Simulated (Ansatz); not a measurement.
The starting structures come from a database of crystals and need not be the phases stable at ambient conditions.

 Where the default PAW files enter, the runs use the earlier of Ansatz's two default sets.

By PBEsol, the system below comes out a metal.

The ballistic (Sharvin) conductance counts the channels at the Fermi level: G/A = (e²/h) × channels of both spins per area.

Here is the system:

```yaml
crystal:
  lattice:
    - [3.34350, 0.00000, 0.00000]
    - [0.00000, 6.61585, 0.00000]
    - [0.00000, 0.00000, 6.81433]
  atoms:
    - { symbol: Si, position: [0.00000, 0.63400, 0.13400] }
    - { symbol: Si, position: [0.00000, 0.36600, 0.86600] }
    - { symbol: Si, position: [0.00000, 0.13400, 0.36600] }
    - { symbol: Si, position: [0.00000, 0.86600, 0.63400] }
    - { symbol: W, position: [0.00000, 0.50000, 0.50000] }
    - { symbol: W, position: [0.00000, 0.00000, 0.00000] }
    - { symbol: W, position: [0.50000, 0.15984, 0.65984] }
    - { symbol: W, position: [0.50000, 0.84016, 0.34016] }
    - { symbol: W, position: [0.50000, 0.65984, 0.84016] }
    - { symbol: W, position: [0.50000, 0.34016, 0.15984] }
```

Space group of this cell: Pbam. The cell is strained (lengths along the current scaled by 1.03, ions clamped); by PBEsol its mean pressure is -14.2 GPa.

The current flows along the normal of the first two printed cell vectors. No spin-orbit coupling; the value is a mean over 0.1 eV about the Fermi level.

Question: State the ballistic conductance per area according to PBEsol run with Ansatz (a quantum-chemistry and plane-wave program).

Answer: 0.61 × 10¹⁵ S/m² for both spins.
